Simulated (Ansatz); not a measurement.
**How far a parabola holds: energy against volume of rock-salt LuN**

We consider rock-salt LuN, described by PBEsol (PAW; Ansatz, a quantum-chemistry and plane-wave program). Settings: plane-wave cutoff 520 eV, 20×20×20 k mesh, Fermi–Dirac smearing 0.05 eV, scalar-relativistic PAW data made under PBE. The cell has no free parameter but its volume, all volumes share cutoff and mesh, and the runs aren't spin-polarised. Energies are free energies at the run's smearing, counted from the lowest row; static lattice.

```csv
V (Å³/atom),E (meV/atom)
12.211,?
12.471,12.77
12.730,3.09
12.990,0.00
13.250,2.87
13.510,11.13
```

**Question.** Using a parabola, estimate the missing E at V = 12.211 from the other rows, showing the fit.

**Answer.** With u = V - 13.0, the rows have u = -0.5290, -0.2700, -0.0100, 0.2500, 0.5100. Least squares gives E = -0.018 - 0.496·u + 44.308·u². Residuals (row less fit): 0.126, -0.256, 0.009, 0.243, -0.124; standard error 0.279 (degrees of freedom: 2). The fitted curve has its minimum at V = 13.0, where E = -0.02. Its curvature is d²E/dV² = 2 × 44.308 meV/Å⁶, so B = V0·d²E/dV² × 0.1602 = 185 GPa. At the withheld row, u = -0.7890, so E = -0.018 - 0.496 × (-0.7890) + 44.308 × (-0.7890)² = 27.956 meV/atom. The calculation gives 29.74 meV/atom, 1.784 meV/atom above the prediction (6.0 % of the range of E in the table). The row lies outside the fitted rows, so this is an extrapolation. From the scatter of the fitted rows alone, a prediction at this place has a standard error of 0.661 meV/atom, so the miss is 2.7 times that.

The residuals are curvature that a parabola lacks, not noise. A solid that stiffens under compression and softens on expansion lies above the parabola at the compressed end and under it at the expanded end, as this row does. A third-order Birch-Murnaghan fit to the whole scan has B0 = 184 GPa. Only scans are tabulated whose curvature falls smoothly with volume, and where the parabola meets the shown rows within 5 % of their range and misses the end by 0.1 meV or more.

Spin–orbit coupling is not included.
